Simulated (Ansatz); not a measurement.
## SiC: tensor shear ε_xy = +0.86 %

Take SiC in the zinc blende structure (space group F-43m, No. 216; a = 4.329 Å) as the base. Axes: x, y, z lie along the cube axes.

One thing is altered: tensor shear ε_xy = +0.86 % (engineering shear γ = 0.0172), atoms relaxed at fixed cell.

Calculations: Kohn–Sham DFT with the LDA functional, run in Ansatz (a program for electronic structure) with PAW and 420 eV plane waves, spin-orbit coupling left out. Γ-centred 13×13×13 mesh, Fermi–Dirac width 0.05 eV.

- Volume per atom = 10.14 Å³ (base 10.14 Å³)
- Space group = Imm2 (No. 44) (base F-43m (No. 216))
- Shortest interatomic distance = 1.868 Å (base 1.875 Å)
- Energy relative to the base (free energy F) = +2.4 meV/atom
- Pressure (mean of the normal stresses, compression positive) = 0.04 GPa (base 0.00 GPa)
- Band gap = 1.20 eV (base 1.30 eV)
- Gap character = indirect, Γ → X
- Smallest direct gap = 4.36 eV (base 4.53 eV)
- Valence-band top at Γ (three highest levels, from the VBM) = 0.00, -0.09, -0.17 eV (base 0.00, 0.00, 0.00 eV)
- Valley order (the lowest conduction-band minima on the path, energy above the VBM, named in the base's zone) = X along [001] 1.20 eV; X along [010] 1.21 eV (base X along ⟨100⟩ 1.30 eV)
- Stress (xx, yy, zz, yz, xz, xy; compression positive) = (0.06, 0.06, -0.01, 0.00, 0.00, -4.34) GPa

The cells carry an imposed strain or load. No phonon test of stability was made. k-point labels follow each cell's own Brillouin zone.
